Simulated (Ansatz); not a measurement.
The starting structures come from a database of crystals and need not be the phases stable at ambient conditions.

By PBEsol, the system below comes out a metal.

Crystal: TePt (P6_3/mmc, NiAs type, not sure to be the ambient phase, 4 atoms a cell, 22.3 Å³ an atom, -5 GPa at this level); planes in its conventional cell.

Level of theory: PBEsol (plane waves, PAW; Ansatz, a program for electronic structure).

Ballistic conductance counts the channels of both spins, as a mean over 0.1 eV about the Fermi level; spin-orbit coupling is left out.

```tsv
plane	area (Å²)	G/A (10¹⁵ S/m²)
(001)	15.7	1.2
(100)	24.1	(withheld)
```

**Question.** What belongs in the gaps?

**Answer.** 
- (100), G/A (10¹⁵ S/m²): 0.74
